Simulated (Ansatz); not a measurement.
The structure below was relaxed with DFT with r2SCAN, PAW potentials and a 500 eV plane-wave cutoff in Ansatz (a first-principles code), no spin-orbit coupling, earlier PAW set.

Space group Pn-3m, origin choice 1 (No. 224); a = b = c = 5.183 Å, α = β = γ = 90.00°

```tsv
atom	site	symmetry	x	y	z
Te	4c	.-3m	0.7500	0.7500	0.7500
O	2a	-43m	0.0000	0.0000	0.0000
```

**Question.** Write out a cell with all atoms.

**Answer.** 
```
Te2O
1.0
    5.18287     0.00000     0.00000
    0.00000     5.18287     0.00000
    0.00000     0.00000     5.18287
Te O
4 2
Direct
  0.75000   0.75000   0.75000
  0.75000   0.25000   0.25000
  0.25000   0.75000   0.25000
  0.25000   0.25000   0.75000
  0.00000   0.00000   0.00000
  0.50000   0.50000   0.50000
```
This is the conventional cell.

Whether these cells are dynamically stable was not tested. The final runs are not spin-polarised. The cell was made from Cu2O by this change: Cu → Te; the result is a hypothetical phase, not in the database extracts checked.
